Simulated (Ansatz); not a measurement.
**Os: energy against volume**

Os (hcp, P6_3/mmc, 14.276 Å³/atom and stress up to 0.01 GPa in the relaxed cell, c along z) under hydrostatic pressure, with the cell free. PBE in Ansatz, a plane-wave DFT program (PAW, default set), 420 eV, 19×19×11 Γ-centred mesh, Fermi-Dirac smearing 0.05 eV; ions are relaxed, or left where forces stay under 0.02 eV/Å, within the symmetry of each cell.

Here V stands for volume and E for E less E0.

| volume (Å³/atom) | E less E0 (meV/atom) | pressure (GPa) |
|---|---|---|
| 14.3498 | 0.48 | -2.01 |
| 14.3131 | 0.13 | -1.01 |
| 14.2764 | 0.00 | 0.00 |
| 14.2445 | 0.08 | 0.89 |
| 14.2026 | 0.46 | 2.09 |
| 14.1196 | 2.15 | 4.51 |
| 13.9722 | 8.32 | 9.01 |
| 13.7891 | 21.97 | 15.00 |
| 13.3822 | ? | ? |

Taking the third-order Birch-Murnaghan form, a cubic in V^(-2/3) for E over the 8 complete rows: With u = V^(-2/3) - 0.1709, the rows have u = -0.0015561, -0.0012668, -0.0009762, -0.0007226, -0.0003881, 0.0002795, 0.0014813, 0.0030039. Least squares gives E = 1.291 + 2677.7·u + 1391281·u² + 2986970·u³. Residuals (row less fit): -0.002, 0.004, 0.000, -0.001, -0.001, 0.002, 0.000, 0.000; standard error 0.003 (degrees of freedom: 4). Its minimum lies at u = -0.0009653, so V0 = (0.1699347)^(-3/2) = 14.28. There d²E/du² = 2765000 and d³E/du³ = 1.792e7, so B0 = (4/9) × 14.28^(-7/3) × 2765000 × 0.160218 = 398 GPa (the last factor turns the table's units into GPa), and B0' = 4 + (2/3) × 0.1699347 × (1.792e7)/2765000 = 4.7. B0' rests on the cubic coefficient alone and has a standard error of 0.1 from these residuals.

**Question.** Estimate the missing E (V = 13.3822); what did the run itself give?

**Answer.** u = 0.0065115, so E = 1.291 + 2677.7 × 0.0065115 + 1391281 × 0.0065115² + 2986970 × 0.0065115³ = 78.541 meV/atom. The calculation gives 78.52 meV/atom, 0.021 meV/atom below the prediction (0.0 % of the range of E in the table). The row lies outside the fitted rows, so this is an extrapolation. The scatter of the fitted rows lies at the last printed digit.

In a metal these values are sensitive to mesh and smearing; energies are taken to zero smearing, stresses follow the free energy. Spin-orbit coupling is left out, which can shift these values for the heavy elements here. Other structures, which can take over under pressure, weren't tried. The same form fitted to the pressure column gives B0' = 4.8; series where the two differ by over 0.4 aren't shown. Rows are the converged runs of the series near zero and its far end, less any whose ions stayed unrelaxed beside relaxed ones; series whose fitted rows scatter by over a few per cent of the range, as at a crossing or softening among them, aren't shown in this form.
